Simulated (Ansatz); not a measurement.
An Ansatz (a program for electronic structure) run: hypothetical Fm-3m WTe2; PBEsol (Ansatz; PAW; 420 eV plane waves; no SOC).

Input:

Ansatz 0.2 input:
```yaml
crystal:
  lattice:
    - [0, 3.2845125, 3.2845125]
    - [3.2845125, 0, 3.2845125]
    - [3.2845125, 3.2845125, 0]
  atoms:
    - { symbol: W, position: [0, 0, 0] }
    - { symbol: Te, position: [0.25, 0.25, 0.25] }
    - { symbol: Te, position: [0.75, 0.75, 0.75] }
basis: { ecutwfc: 420, ecutrho_ratio: 4, xc_grid: 2, fft_grid_basis: typed }
kpoints: { mp_grid: { grid: [12, 12, 12] } }
hamiltonian:
  xc: pbesol
  dispersion: none
  pseudopotentials: { kind: paw }
scf: { occupations: { method: fermi_dirac, width: 0.05 }, convergence: { dr2_threshold: 0.0000000003 } }
output: { forces: true, stress: true }
```

Output (explanatory and most iteration lines left out):

```
Pseudopotential: W, paw, valence charge 14
Pseudopotential: Te, paw, valence charge 16
Crystal: 3 atoms, lattice volume = 70.867 Å³
Basis set: ecut = 420 eV, 1411 PW (Γ), exchange–correlation on 64×64×64 points (8 copies of the dense FFT grid, shifted against one another)
Bands: 27, of which v1, the nominal top of the filled ones, is band 23 counted from 1 (22 counted from 0)
Symmetry: 48 space group operations
Space group: Fm-3m (ITA 225), of the structure as read, at distance tolerance 4.1e-5 Å
k-points: 72 of 1728
Functional: x = pbesol(κ = 0.804, μ = 0.12345679012345678), c = pbesol(β = 0.046)
SCF iter   1: F=—  HF=-24058.170113 eV  |F-HF|=—  |Δ(HF+E_count)|=         —  Δρ=7.56e-3  dr2=4.58e-2  ethr=1.77e-3  ⟨swp⟩=5.9  Hψ=9262  notcnv=0
SCF iter   2: F=—  HF=-24058.164347 eV  |F-HF|=—  |Δ(HF+E_count)|=   5.77e-3  Δρ=2.59e-3  dr2=4.72e-3  ethr=9.95e-5  ⟨swp⟩=2.0  Hψ=2786  notcnv=0
SCF 1 converged in 8 iterations: F = -24058.164463 eV  dr2 = 1.53e-10
SCF converged after 8 iterations
Free energy (F): -24058.164463 eV
Internal energy: -24058.125034 eV  (E = F + TS)
E sigma→0 (E₀):  -24058.144748 eV
Entropy (-TS):   -0.039429 eV (-13.143 meV/atom)
Fermi energy:    14.082882 eV
--- Forces (eV/Å), atoms counted from 1 ---
  atom   1  W     -0.00000000    -0.00000000     0.00000000
  atom   2  Te    -0.00000000     0.00000000     0.00000000
  atom   3  Te    -0.00000000    -0.00000000     0.00000000
--- Stress (GPa, compression-positive) ---
       -0.004625      -0.000000       0.000000
       -0.000000      -0.004625      -0.000000
       -0.000000       0.000000      -0.004625
  P = ⅓ Tr σ = -0.0046 GPa (-0.046 kbar)
```

No phonon test of stability was made. The final runs are not spin-polarised. The cell is WTe2 (space group Fm-3m, No. 225; a hypothetical phase, not in the database extracts checked). WTe2 has a high density of states at the Fermi level and may be magnetic at this level.
